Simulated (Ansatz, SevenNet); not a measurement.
For fluorite PbF2 (high-temperature phase), the machine-learned potential SevenNet-0 (trained on PBE and PBE+U data) gives:

| Item | Result |
|---|---|
| elastic constant C11 | 98.7 GPa |
| elastic constant C44 | 20.7 GPa |
| polycrystal shear modulus | 23.5 GPa |

What does Hartree–Fock (Ansatz, a program for electronic structure, plane waves, PAW) give for the same quantities?


- elastic constant C11: 104 GPa (grows by 5.4 %)
- elastic constant C44: 22.7 GPa (rises by 9.7 %)
- Voigt–Reuss–Hill shear modulus: 25.3 GPa (rises by 7.7 %)

For comparison: elastic constant C11 96.1 ± 0.09 GPa (measured, room temperature, not corrected to a static lattice; as tabulated in Jamieson, Manghnani, Matsui, Ming, J. Geophys. Res. 91, 4643 (1986)); elastic constant C44 20.8 ± 0.01 GPa (measured, room temperature, no zero-point or thermal correction; as tabulated in Jamieson, Manghnani, Matsui, Ming, J. Geophys. Res. 91, 4643 (1986)).

Changes are worked out from the printed values.

Unless a cell is named, each level is at its own relaxed cell (SevenNet-0 18.01, Hartree–Fock 18.46 Å³/atom).

Levels without +SOC leave out spin–orbit coupling, which shifts energies and cells of such heavy elements.

Ansatz's density-functional and Hartree–Fock values are scalar-relativistic unless marked +SOC, with PAW data made under PBE.
